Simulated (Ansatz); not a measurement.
System: MgTe (model structure, within 0.1 Å of P6₃/mmc, No. 194, 8 atoms in the cell). Method: PBEsol (Ansatz, a quantum-chemistry and plane-wave program, plane waves, PAW).

Numerical settings: plane-wave cutoff 500 eV, 8×10×6 k mesh (along the axes of the cell as run), Fermi–Dirac smearing 0.05 eV, scalar-relativistic PAW data made under PBE.

Cell (relaxed at this level):

MgTe has the hexagonal space group P6₃/mmc (No. 194), the NiAs type structure, Pearson symbol hP4. Conventional cell: a = 4.178 Å, b = 4.178 Å, c = 6.816 Å, α = 90.00°, β = 90.00°, γ = 120.00°. Mg on 2a is surrounded by 6 Te at 2.953 Å (octahedral). Te on 2c has 6 Mg at 2.953 Å (trigonal prismatic). (Neighbours: up to the widest gap in distance over summed covalent radii, below 1.35, at either atom; cation-cation and far metal-metal contacts left out.)
(The calculation used a cell of 8 atoms; values per cell refer to that cell.)

**Question.** What does this level give for the band gap?

**Answer.** 
* **band gap**: 0.87 eV (on the SCF k mesh)

Spin–orbit coupling is not included; with these elements it can move the gap by several tenths of an eV or more.

Computed values are for the static lattice.

A model structure was made by putting elements into a prototype or built by hand; it is no filed structure, need not be a known phase, and can be a saddle point held by its symmetry.
